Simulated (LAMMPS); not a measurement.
MD of Ni (fcc) at zero pressure, 864 atoms, as a liquid; each row is its own run.

Computed with classical MD, pair style meam, file Ni.meam, run in LAMMPS.

| T (K) | D(Ni) (cm²/s) |
|---|---|
| 1560 | 1.35e-5 |
| 1900 | 3.16e-5 |
| 2160 | 5.02e-5 |
| 2420 | 7.31e-5 |

Question: Fit an Arrhenius law, ln y = a + b / x, to these rows (x is the first column, y the second) and predict the run at x = 1730.

Answer: Least squares gives a = -6.4673 and b = -7403. The slope times kB gives an activation energy of 0.64 eV. At x = 1730 the fit predicts 2.15e-5 cm²/s. The run itself gave (2.35 ± 0.07) × 10^-5 cm²/s, so the fit is 8.5 % low.

Caution (row 1560): this liquid lies under the measured melting point of 1728 K, so it is undercooled or the potential melts low.

Caution: a run this short can hold a crystal over, or a liquid under, the potential's own melting point, which these runs don't give.

Caution (rows 1730; 2420): enthalpy drifts during the constant-pressure average: a transition or slow ageing; fluctuation values are void.

Errors of D are the spread over four groups of atoms in one short run; a floor of about 5 %, a picked value, is safer.
